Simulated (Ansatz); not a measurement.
The parent structure is LaAlSi (space group I4_1md, No. 109; a = 4.272 Å, c = 14.617 Å; a cell from a computed database, its experimental status unchecked). Axes: x, y, z lie along a, b, c of the conventional cell.

Level of theory: PBEsol (Ansatz, a first-principles code, PAW, without spin-orbit coupling).

For the base:

| Quantity | Value |
|---|---|
| Shortest interatomic distance | 2.434 Å |
| Pressure | 0.0 GPa |

The change: compressive biaxial strain of 1.64 % in the plane normal to [001], as in epitaxy on a mismatched substrate; the out-of-plane cell vector and the atoms relax.

Problem. What does the calculation give for the shortest interatomic distance after the change?

Solution. The shortest interatomic distance rises by 0.0071 Å (2.434 Å → 2.442 Å).

Problem. What does the calculation give for the pressure after the change?

Solution. The pressure (mean of the normal stresses, compression positive) goes from zero to 1.8 GPa.

Problem. What does the calculation give for the energy relative to the base after the change?

Solution. The energy increases by 6.0 meV/atom.

No phonon test of stability was made. All final runs are without spin polarisation.
